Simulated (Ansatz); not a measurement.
Take KTaO₃ in the cubic perovskite structure (space group Pm-3m, No. 221; a = 4.0244 Å) as the base.

Calculations: DFT with PBE, PAW potentials and a 420 eV plane-wave cutoff in Ansatz (a first-principles code), no SOC.

One change was made to it. Results:

```csv
quantity,base,after
band gap,2.16 eV,2.18 eV
volume per atom,13.04 Å³,12.91 Å³
smallest direct gap,2.78 eV,2.80 eV
```

Problem. Which change produced these results?
A. pressure −2 GPa
B. pressure 4.2 GPa
C. pressure 18 GPa
D. pressure 1.8 GPa
E. pressure 9 GPa

Solution. D, pressure 1.8 GPa. For comparison, the volume per atom in the other runs: pressure 18 GPa gives 12.03 Å³; pressure 4.2 GPa gives 12.76 Å³; pressure 9 GPa gives 12.48 Å³; pressure −2 GPa gives 13.18 Å³.

With Ta present, leaving out spin-orbit coupling can change the band edges. Load acts through the strain it causes; cell and atoms are relaxed under it. No phonon test of stability was made. No other phases were tried under pressure.
